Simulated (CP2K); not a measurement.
Band structure of PbO (P4/nmm, 4 atoms in the cell).

```yaml
crystal:
  lattice:
    - [3.98000, 0.00000, 0.00000]
    - [0.00000, 3.98000, 0.00000]
    - [0.00000, 0.00000, 5.02000]
  atoms:
    - { symbol: Pb, position: [0.50000, 0.00000, 0.76500] }
    - { symbol: Pb, position: [0.00000, 0.50000, 0.23500] }
    - { symbol: O, position: [0.50000, 0.50000, 0.00000] }
    - { symbol: O, position: [0.00000, 0.00000, 0.00000] }
```

Method: PBE, GPW, DZVP-MOLOPT-SR-GTH basis, GTH-PBE potentials (GTH_POTENTIALS) in CP2K 2026.2.

Settings: CUTOFF = 450 Ry; REL_CUTOFF = 50 Ry; SMEAR/METHOD = FERMI_DIRAC; ELECTRONIC_TEMPERATURE = 580.23 K; KPOINTS/SCHEME = MONKHORST-PACK 6 6 5; GAMMA_CENTERED = T; XC_FUNCTIONAL = PBE; Pb/BASIS_SET = DZVP-MOLOPT-SR-GTH-q4; Pb/POTENTIAL = GTH-PBE-q4; O/BASIS_SET = DZVP-MOLOPT-SR-GTH-q6; O/POTENTIAL = GTH-PBE-q6; METHOD = GPW; EPS_DEFAULT = 1e-10; EXTRAPOLATION = USE_GUESS.

The starting cell has typed, rounded lattice constants, without a prior relaxation at this level. Spin-orbit coupling is off. Values carry the incompleteness of an atom-centred basis.

Question: Predict the gap along the standard path and the places of the band edges.

Answer: The gap along the path is 1.14 eV, from a point between M and Γ to M; the smallest direct gap on it is 2.08 eV.

Levels in eV from the top of the valence band on the SCF mesh, bands 7 to 11:
```tsv
point	7	8	9	10	11
Γ	-1.74	-1.59	-1.59	0.00	2.41
X	-3.05	-3.05	-1.65	-1.65	3.45
M	-1.66	-1.66	-0.93	-0.93	1.15
Z	-1.80	-1.61	-1.61	-0.89	1.96
R	-3.01	-3.01	-0.92	-0.92	3.14
A	-2.31	-2.31	-0.93	-0.93	3.51
```

Higher empty bands are left out: an atom-centred basis made for the valence describes them poorly.
